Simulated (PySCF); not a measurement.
PySCF 2.14.0, TPSSH/def2-svpd, df: Al(Vi)2(NH2) (C=[CH][Al]([NH2])[CH]=C), 14 atoms. The geometry is a generated start, not checked to be a minimum at this level.

```yaml
task: energy
method: tpssh
basis: def2-svpd
two_electron_scheme: density fitting
mol.max_memory: 3000 MB
mf.max_cycle: 100
mf.init_guess: minao (default)
mf.DIIS: CDIIS (default)
mf.diis_space: 8 (default)
mf.conv_tol: 1e-09 (default)
mf.grids.level: 3 (default)
basis_functions: 188
grid_points: 168024
```

```xyz
14

Al     0.0644     0.2910     0.7839
C      0.2177     1.5650    -0.7309
C     -0.2232     1.3159    -1.9627
H      0.6491     2.5553    -0.5579
H     -0.1634     2.0341    -2.7723
H     -0.6684     0.3661    -2.2220
C     -0.3431    -1.6329     0.5084
C     -0.0093    -2.3111    -0.5891
H     -0.8459    -2.2029     1.2966
H     -0.2191    -3.3666    -0.7235
H      0.5010    -1.8340    -1.4155
N      0.2927     0.9236     2.4309
H      0.3328     1.9070     2.6706
H      0.4147     0.3895     3.2833
```

One run each on 2 threads, 1 BLAS thread. Values of level_shift (Hartree) tried: 0 (default), 0.1, 0.3, 1.

### Question
Which value of level_shift (Hartree) needs the fewest Fock builds, and what happens away from it?

### Answer
Fewest Fock builds, within one of each other: 0 (default) with 12, 0.1 with 12. The count rises to 42 at 1. All converge to one solution.

| level_shift (Hartree) | Fock builds | end |
|---|---|---|
| 0 (default) | 12 | same solution |
| 0.1 | 12 | same solution |
| 0.3 | 16 | same solution |
| 1 | 42 | same solution |
